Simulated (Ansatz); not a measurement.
Results of r²SCAN in Ansatz (PAW) for fluorite NiSi2.

Numerical settings: plane-wave cutoff 600 eV, 20×20×20 k mesh, Fermi–Dirac smearing 0.073 eV (set by the program), no spin polarisation, scalar-relativistic PAW data made under PBE.

The cell has the measured lattice: a = b = c = 5.406 Å, α = β = γ = 90.00°.

Predict the elastic constant C12, polycrystal shear modulus (Hill average), elastic constant C11 and elastic constant C44.


- elastic constant C12: 133 GPa
- polycrystal shear modulus (Hill average): 57.8 GPa
- elastic constant C11: 193 GPa
- elastic constant C44: 89.1 GPa

Note: the cell isn't this level's own, so it is under some stress, which shifts stiffness and frequencies.

Elastic constants are with the ions relaxed.

Computed values are for the static lattice.

Ansatz is a first-principles code.
